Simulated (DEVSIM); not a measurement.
Structure: InP/In0.53Ga0.47As p-n heterojunction, at 400 K.

```csv
layer (left to right),material,thickness (μm),Nd (cm⁻³),Na (cm⁻³),τn (s),τp (s)
1,InP,0.300,-,2.8e17,3.9e-10,3.9e-10
2,In0.53Ga0.47As,0.100,1.8e15,-,3.9e-10,3.9e-10
```

Left contact: ohmic. Right contact: ohmic. Voltage is applied to the left contact. Recombination: SRH at mid-gap, radiative, Auger. Mobility is μmin + (μ − μmin)/(1 + (N/Nref)^α).

Constants are typed, rounded textbook-type inputs, not results; the design itself was drawn at random and stands for no fabricated device. Values at 300 K; Nc and Nv go as T^1.5, mobilities as T to minus their exponent, the gap by Varshni's rule with the affinity fixed.

```
parameter              InP  In0.53Ga0.47As
----------------  --------  --------------
gap (eV)             1.344            0.74
affinity (eV)         4.38            4.51
permittivity          12.5            13.9
Nc (cm⁻³)           5.7e17          2.1e17
Nv (cm⁻³)           1.1e19          7.7e18
μn (cm²/Vs)           5200           12000
μp (cm²/Vs)            170             300
μn,min                 400             300
μp,min                  10              10
Nref,n                3e17          1.3e17
Nref,p              4.9e17          4.9e17
αn                    0.47            0.48
αp                    0.62             0.4
T exponent of μn         2             1.6
T exponent of μp         2             1.6
B (cm³/s)          1.2e-10         9.6e-11
Cn (cm⁶/s)           9e-31           5e-29
Cp (cm⁶/s)           9e-31           5e-29
Varshni α (eV/K)  0.000363         0.00035
Varshni β (K)          162             190
```

DEVSIM, 1D drift-diffusion, Boltzmann statistics, complete ionisation; no tunnelling, impact ionisation, image-force lowering or self-heating. Band offsets follow the typed affinities; no thermionic-emission limit at abrupt steps, no polarisation charge.

Base results: dark forward voltage at 100 A/cm² (V) 0.261; largest field in the device at zero bias (V/cm) 170000; potential step across the device at zero bias (V) 0.861.

**Question.** What follows from this one change: doping Na of layer 1 2.8e+17 → 2.8e+18 cm^-3?

**Answer.** dark forward voltage at 100 A/cm² 0.261 → 0.166 V; largest field in the device at zero bias 170000 → 530000 V/cm; potential step across the device at zero bias 0.861 → 0.940 V.

**Question.** What follows from this one change: constant mobility in place of the doping-dependent one?

**Answer.** dark forward voltage at 100 A/cm² 0.261 → 0.238 V; largest field in the device at zero bias little changed (170000 V/cm); potential step across the device at zero bias little changed (0.861 V).
